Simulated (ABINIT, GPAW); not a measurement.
A GPAW input for a self-consistent single point of Li (R-3m, 3 atoms in the cell) (DFT LDA (Perdew-Wang 92), plane waves, GPAW PAW datasets LDA (gpaw-data 1.0.1)):

```python
from ase import Atoms
from ase.units import GPa
from gpaw import GPAW

atoms = Atoms(['Li', 'Li', 'Li'],
              cell=[[1.478830, 0.853802, 7.163392],
                    [-1.478830, 0.853802, 7.163392],
                    [0.000000, -1.707606, 7.163392]],
              scaled_positions=[[0.777030, 0.777030, 0.777030],
                                [0.222970, 0.222970, 0.222970],
                                [0.000000, 0.000000, 0.000000]],
              pbc=True)

calc = GPAW(mode={'name': 'pw', 'ecut': 600},
            xc='LDA',
            kpts={'size': (10, 10, 10), 'gamma': True},
            occupations={'name': 'methfessel-paxton', 'width': 0.2, 'order': 0},
            nbands=-11,
            convergence={'density': 1e-05},
            symmetry={'symmorphic': False, 'tolerance': 0.0005},
            maxiter=100)

atoms.calc = calc

energy = atoms.get_potential_energy()
print('Energy (eV):', round(energy, 6))
forces = atoms.get_forces()
print('Forces (eV/Ang):')
print(forces.round(5))
stress = atoms.get_stress()
print('Stress (GPa, Voigt):', (stress / GPa).round(4))
```

Task: Translate this input to ABINIT.

Result: This is the input that was run; spellings and numerical settings could be chosen otherwise.

```
# Li, PseudoDojo nc-sr-04 LDA standard
pp_dirpath "./"
pseudos "Li.upf"
acell 13.9161492066 13.9161492066 13.9161492066
rprim
         0.2008158481    0.1159410065    0.9727438914
        -0.2008158481    0.1159410065    0.9727438914
         0.0000000000   -0.2318822454    0.9727438637
natom 3
ntypat 1
znucl 3
typat 1 1 1
xred
         0.7770300000    0.7770300000    0.7770300000
         0.2229700000    0.2229700000    0.2229700000
         0.0000000000    0.0000000000    0.0000000000
ecut 37
occopt 7
tsmear 0.2 eV
nband 10
kptopt 1
ngkpt 10 10 10
nshiftk 1
shiftk 0 0 0
nstep 100
toldfe 1.0e-09
prtwf 0
prtden 0
enunit 2
```

Basis settings and potentials, where a program has them, do not carry over. This input uses DFT, LDA (PW92), plane waves, norm-conserving pseudopotentials (PseudoDojo nc-sr-04 LDA standard). LDA parametrisations can differ slightly between programs.

The starting cell comes from a database of computed structures (which also holds hypothetical and non-ambient phases and stackings), without a prior relaxation at this level. Its lattice was rescaled by a random factor within 2.5 % of one. For this run, on top of that: lattice scaled by 0.98.
